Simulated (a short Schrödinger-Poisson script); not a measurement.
Symmetric double-gate stack, HfO2 on p-type Si(110)

System: symmetric double-gate stack, HfO2 on p-type Si(110), at 300 K.

```csv
layer,material,thickness (nm),Na (cm⁻³)
1,HfO2,11.7,-
2,Si,14,4e17
3,HfO2,11.7,-
```

Constants are typed, rounded textbook-type inputs, not results; the design itself was drawn at random and stands for no fabricated device. HfO2: permittivity 22, conduction-band edge (eV) 1.55, gap (eV) 5.7, electron mass (mₑ) 0.2. Si: permittivity 11.7, conduction-band edge (eV) 0, gap (eV) 1.124, Nv at 300 K (cm⁻³) 3.1e19.

Channel valleys (confinement mass, in-plane density-of-states mass, number): Δ4 0.315, 0.324, 4; Δ2 0.19, 0.417, 2. At the gates, both at one voltage, the conduction-band edge of layer 1 lies 1.6 eV − eVg above the Fermi level of the channel. Gaps are held at their typed values at every temperature. Mesh 0.03 nm at interfaces.

Solved with a short Schrödinger-Poisson script written for these runs: 1D Poisson equation in equilibrium, electrons quantum, Hartree (BenDaniel-Duke, 12 states a valley, the channel's in-plane mass for all, wave functions ending at the dielectric), parabolic valleys, classical holes, full ionisation, no traps, pinning or gate leakage.

| Vg (V) | electrons (cm⁻²) | C (μF/cm²) | Δ4 E0 (meV) | Δ4 E1 (meV) | Δ2 E0 (meV) | Δ2 E1 (meV) |
|---|---|---|---|---|---|---|
| -0.3 | 7.79e6 | < 0.003 | 396.1 | 412.1 | 400.1 | 428.1 |
| -0.2 | 3.72e8 | < 0.003 | 296.1 | 312.1 | 300.2 | 328.2 |
| -0.1 | 1.70e10 | 0.102 | 197.4 | 213.3 | 201.4 | 229.3 |
| 0 | 3.31e11 | 1.07 | 121.1 | 135.4 | 125.2 | 151.5 |
| 0.1 | 1.25e12 | 1.76 | 87.9 | 98.4 | 92.7 | 115.0 |
| 0.2 | 2.45e12 | 2.05 | 71.3 | 78.4 | 77.4 | 95.8 |
| 0.3 | 3.79e12 | 2.22 | 60.1 | 64.8 | 68.1 | 83.4 |
| 0.4 | 5.21e12 | 2.33 | 51.5 | 54.7 | 61.7 | 74.5 |
| 0.5 | 6.69e12 | 2.41 | 44.3 | 46.5 | 56.9 | 67.8 |
| 0.6 | 8.21e12 | 2.47 | 38.1 | 39.7 | 53.0 | 62.4 |
| 0.7 | 9.77e12 | 2.52 | 32.7 | 33.9 | 49.8 | 58.0 |
| 0.8 | 1.14e13 | 2.56 | 27.8 | 28.7 | 47.1 | 54.3 |
| 0.9 | 1.30e13 | 2.60 | 23.4 | 24.1 | 44.7 | 51.2 |
| 1 | 1.46e13 | 2.63 | 19.4 | 19.9 | 42.6 | 48.4 |
| 1.1 | 1.62e13 | 2.65 | 15.6 | 16.0 | 40.7 | 45.9 |
| 1.2 | 1.79e13 | 2.67 | 12.1 | 12.4 | 39.0 | 43.7 |
| 1.3 | 1.96e13 | 2.69 | 8.8 | 9.1 | 37.4 | 41.8 |
| 1.4 | 2.13e13 | 2.71 | 5.7 | 5.9 | 36.0 | 40.0 |
| 1.5 | 2.30e13 | 2.72 | 2.7 | 2.9 | 34.6 | 38.3 |

Gate voltages with under 1e6 electrons/cm² are left out.

Subbands count from the Fermi level. The capacitance is that of both gates.
